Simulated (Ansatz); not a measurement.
Consider SiO₂ (space group Pbcn, No. 60; a model cell, its experimental status unchecked).

```xyz
12
Lattice="4.0815 0.0000 0.0000 0.0000 5.0407 0.0000 0.0000 0.0000 4.4959" Properties=species:S:1:pos:R:3 pbc="T T T"
Si     0.0000     3.2870     1.1240
Si     2.0407     4.2741     3.3719
Si     2.0407     0.7667     1.1240
Si     0.0000     1.7537     3.3719
O      3.1363     1.9298     0.3604
O      2.9859     0.5905     2.6084
O      2.9859     4.4502     0.3604
O      3.1363     3.1109     2.6084
O      0.9452     3.1109     4.1355
O      1.0956     4.4502     1.8876
O      1.0956     0.5905     4.1355
O      0.9452     1.9298     1.8876
```

Calculations: Ansatz (a first-principles code) PBEsol, scalar-relativistic without spin-orbit coupling.

Base values:

```
Quantity                         Value
-----------------------------  -------
Shortest interatomic distance  1.769 Å
```

Modification: a negative pressure, −2 GPa.

Question: How does this affect the shortest interatomic distance?

Answer: The shortest interatomic distance rises by 0.0027 Å (1.769 Å → 1.771 Å).

Load acts through the strain it causes; cell and atoms are relaxed under it. Stability against distortions was not tested. The base started in Pca2_1 and relaxed to Pbcn at this level.
